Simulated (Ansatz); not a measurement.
FeS2: Fe → Ru

Start from FeS2 (space group Pa-3, No. 205; a = 5.4034 Å; non-magnetic).

Perturbation: Ru takes the place of Fe on all its sites; the structure is relaxed again.

The values are results of Ansatz (a quantum-chemistry and plane-wave program), PBE, PAW, cutoff 420 eV, scalar-relativistic without spin-orbit coupling, not measurements. Γ-centred 5×5×5 mesh, Fermi–Dirac width 0.05 eV.

| quantity | base | changed | shift |
|---|---|---|---|
| lattice parameter a | 5.403 Å | 5.649 Å | +0.246 Å |
| space group | Pa-3 (No. 205) | Pa-3 (No. 205) | – |
| shortest interatomic distance | 2.197 Å | 2.218 Å | +0.021 Å |
| band gap | 0.39 eV | 0.58 eV | +0.19 eV |
| gap character | indirect, a point along ⟨100⟩, about 0.5 Å⁻¹ from Γ → Γ | indirect, a point along ⟨100⟩, about 0.4 Å⁻¹ from Γ → Γ | – |
| smallest direct gap | 0.44 eV | 0.81 eV | +0.37 eV |
| width of the top valence band | 0.36 eV | 0.68 eV | +0.312 eV |
| electron mass | 0.36 mₑ (at Γ) | 0.35 mₑ (at Γ) | – |

Final structure:

```yaml
crystal:
  lattice:
    - [5.64900, 0.00000, 0.00000]
    - [0.00000, 5.64900, 0.00000]
    - [0.00000, 0.00000, 5.64900]
  atoms:
    - { symbol: Ru, position: [0.00000, 0.00000, 0.00000] }
    - { symbol: Ru, position: [0.50000, 0.50000, 0.00000] }
    - { symbol: Ru, position: [0.00000, 0.50000, 0.50000] }
    - { symbol: Ru, position: [0.50000, 0.00000, 0.50000] }
    - { symbol: S, position: [0.38667, 0.38667, 0.38667] }
    - { symbol: S, position: [0.88667, 0.11333, 0.61333] }
    - { symbol: S, position: [0.61333, 0.88667, 0.11333] }
    - { symbol: S, position: [0.11333, 0.61333, 0.88667] }
    - { symbol: S, position: [0.61333, 0.61333, 0.61333] }
    - { symbol: S, position: [0.11333, 0.88667, 0.38667] }
    - { symbol: S, position: [0.38667, 0.11333, 0.88667] }
    - { symbol: S, position: [0.88667, 0.38667, 0.11333] }
```

Effective masses come from finite differences of ±0.01 Å⁻¹. Stability against distortions was not tested. Seeded moments were not kept for the base. The final runs are not spin-polarised.
